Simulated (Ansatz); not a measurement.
Base system: YN in the rock salt structure (space group Fm-3m, No. 225; a = 4.856 Å).

Level of theory: PBEsol (Ansatz, a program for electronic structure; PAW; 420 eV plane waves; scalar-relativistic without spin-orbit coupling), earlier PAW set.

For the base:

| Quantity | Result |
|---|---|
| Width of the top valence band | 2.32 eV |
| Pressure | 0.00 GPa |

Modification: an isotropic linear strain of +0.33 %, atoms relaxed at fixed cell.

**Question.** Predict the new electron mass, width of the top valence band and pressure.

**Answer.** The electron mass amounts to 1.3 mₑ along k, 0.089 mₑ across (at X); the width of the top valence band falls by 0.027 eV to 2.30 eV; the pressure goes from zero to -1.66 GPa.

The levels and masses belong to the bands next to the band gap. Masses are band curvatures over ±0.01 Å⁻¹ around the edge. Along k means along the line from Γ to the band edge. No phonon test of stability was made.
